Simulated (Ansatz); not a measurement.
Start from CdSe in the wurtzite structure (space group P6_3mc, No. 186; a = 4.3828 Å, c = 7.1544 Å). Axes: x lies along a and z along c of the hexagonal cell.

Level of theory: PBE/PAW in Ansatz (an electronic-structure program), spin-orbit coupling left out.

The change: the cell is scaled by 0.9820 in all directions, atoms relaxed at fixed cell.

Question: Predict the stress tensor and what it implies for the stiffness.

Answer: Stress of the strained cell less that of the base (GPa, compression positive):
```
   2.75    0.00    0.00
   0.00    2.75    0.00
   0.00    0.00    2.79
```

Then B = −ΔP/(ΔV/V₀) with ΔV/V₀ = -0.0530 gives secant stiffness values (nonlinear terms included at this strain): B (at held cell shape, above the free-shape value) ≈ 52 GPa.

As a check, the harmonic strain energy −½ V₀ Δσ:ε is 14 meV/atom; the computed energy rise is 13 meV/atom.

Whether these cells are dynamically stable was not tested.
